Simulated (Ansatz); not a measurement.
## ZnWO4 (P2/c, No. 13): properties by level of theory

Reference values: equilibrium volume per atom 11.07 Å³/atom (measured, 293 K, copied from a table, unchecked, not corrected to a static lattice; as tabulated in Acta Chemica Scandinavica 53, 1103 (1999)).

```csv
level (code),equilibrium volume per atom (Å³/atom),formation enthalpy (eV/atom)
LDA (Ansatz),10.54,-2.248
PBEsol (Ansatz),10.90,-1.989
r²SCAN-D4 (Ansatz),10.87,-2.175
r²SCAN+rVV10 (Ansatz),10.84,-2.184
```

Caveats: a distance lies near a switch of the dispersion term, which can move the cell (r²SCAN-D4). Ansatz's density-functional and Hartree–Fock values are scalar-relativistic unless marked +SOC, with PAW data made under PBE.

The computed numbers hold no vibrational or temperature effects.

Ansatz is a quantum-chemistry and plane-wave program.
